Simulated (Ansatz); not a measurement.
```
TaN
1.0
    0.00000     2.18788     2.18788
    2.18788     0.00000     2.18788
    2.18788     2.18788     0.00000
Ta N
1 1
Direct
  0.50000   0.50000   0.50000
  0.00000   0.00000   0.00000
```

The cell is a database entry relaxed within its symmetry; it need not be the phase found at ambient conditions. Spin-orbit coupling is not included.

Task: Is this relaxed cell dynamically stable according to harmonic phonons (finite displacements on a 8×8×8 mesh, Ansatz, a first-principles code, PBEsol functional, plane-wave PAW, k mesh 16×16×16, methfessel-paxton smearing of 0.15 eV)? If not, where is the strongest instability?

Result: No. The softest mode is 267i cm⁻¹ at q = (0.000, -0.500, -0.500) in fractions of the reciprocal vectors of this cell, and 315 of the 512 wave vectors of the mesh carry a mode beyond 15i cm⁻¹.
